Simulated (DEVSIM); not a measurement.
Device: Mo/Al2O3/SiO2/p-Si capacitor, at 250 K.

```
layer (left to right)  material  thickness (nm)  Na (cm⁻³)
---------------------  --------  --------------  ---------
1                         Al2O3            24.0          -
2                          SiO2           0.960          -
3                            Si            6100     8.8e15
```

Metal gate on the left, work function 4.6 eV. Fixed charge at the semiconductor interface 7.5e11 cm⁻² (in units of +e); no interface traps.

This is a model device: material constants are rounded textbook-type values typed into the input, and sizes, dopings and lifetimes were drawn at random. Values at 300 K; Nc and Nv go as T^1.5, mobilities as T to minus their exponent, the gap by Varshni's rule with the affinity fixed.

```csv
parameter,Al2O3,SiO2,Si
gap (eV),6.8,9,1.124
affinity (eV),1.35,0.9,4.05
permittivity,9,3.9,11.7
Nc (cm⁻³),-,-,2.86e19
Nv (cm⁻³),-,-,3.1e19
Varshni α (eV/K),-,-,0.000473
Varshni β (K),-,-,636
```

Simulated with DEVSIM: 1D Poisson equation in equilibrium, Boltzmann statistics, complete ionisation; no quantum confinement or tunnelling. Metal contacts follow the ideal Schottky-Mott rule: no Fermi-level pinning, no interface dipoles.

### Question
Give the band bending (positive: bands bend down) and minority sheet density.

### Answer

```json
[
 {"Vg (V)": "-2.2", "ψs (V)": "-0.166", "minority carriers (cm⁻²)": "< 1e8"},
 {"Vg (V)": "-1.9", "ψs (V)": "-0.154", "minority carriers (cm⁻²)": "< 1e8"},
 {"Vg (V)": "-1.6", "ψs (V)": "-0.139", "minority carriers (cm⁻²)": "< 1e8"},
 {"Vg (V)": "-1.3", "ψs (V)": "-0.115", "minority carriers (cm⁻²)": "< 1e8"},
 {"Vg (V)": "-1", "ψs (V)": "-0.069", "minority carriers (cm⁻²)": "< 1e8"},
 {"Vg (V)": "-0.7", "ψs (V)": "0.071", "minority carriers (cm⁻²)": "< 1e8"},
 {"Vg (V)": "-0.4", "ψs (V)": "0.315", "minority carriers (cm⁻²)": "< 1e8"},
 {"Vg (V)": "-0.1", "ψs (V)": "0.579", "minority carriers (cm⁻²)": "< 1e8"},
 {"Vg (V)": "0.2", "ψs (V)": "0.838", "minority carriers (cm⁻²)": "2.5e10"},
 {"Vg (V)": "0.5", "ψs (V)": "0.911", "minority carriers (cm⁻²)": "4.5e11"},
 {"Vg (V)": "0.8", "ψs (V)": "0.936", "minority carriers (cm⁻²)": "9.7e11"},
 {"Vg (V)": "1.1", "ψs (V)": "0.952", "minority carriers (cm⁻²)": "1.5e12"},
 {"Vg (V)": "1.4", "ψs (V)": "0.964", "minority carriers (cm⁻²)": "2.1e12"}
]
```
